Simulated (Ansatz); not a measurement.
Take SiC in the zinc blende structure (space group F-43m, No. 216; a = 4.3563 Å) as the base. Axes: x, y, z lie along the cube axes.

The values are results of Kohn–Sham DFT with the r2SCAN functional, run in Ansatz (a program for electronic structure) with PAW and 500 eV plane waves, no spin-orbit coupling, not measurements.

Base values:

| Item | Value |
|---|---|
| Valence-band top at Γ | 0.00, 0.00, 0.00 eV |
| Electron mass | 0.64 mₑ along k, 0.23 mₑ across (at X) |
| Pressure | 0.00 GPa |
| Band gap | 1.71 eV |

The change: tensile biaxial strain of 3.00 % in the plane normal to [001], as in epitaxy on a mismatched substrate; the out-of-plane cell vector and the atoms relax.

What does the calculation give for the valence-band top at Γ, electron mass, pressure and band gap after the change?

The valence-band top at Γ (three highest levels, from the VBM) becomes 0.00, -0.32, -0.32 eV (base: 0.00, 0.00, 0.00 eV); the electron mass goes from 0.64 mₑ along k, 0.23 mₑ across (at X) to 0.60 mₑ along k, 0.24 mₑ across (at X); the pressure (mean of the normal stresses, compression positive) goes from zero to -8.34 GPa; the band gap drops by 0.48 eV (1.71 eV → 1.23 eV).

Effective masses come from finite differences of ±0.01 Å⁻¹. Along k means along the line from Γ to the band edge. No phonon test of stability was made.
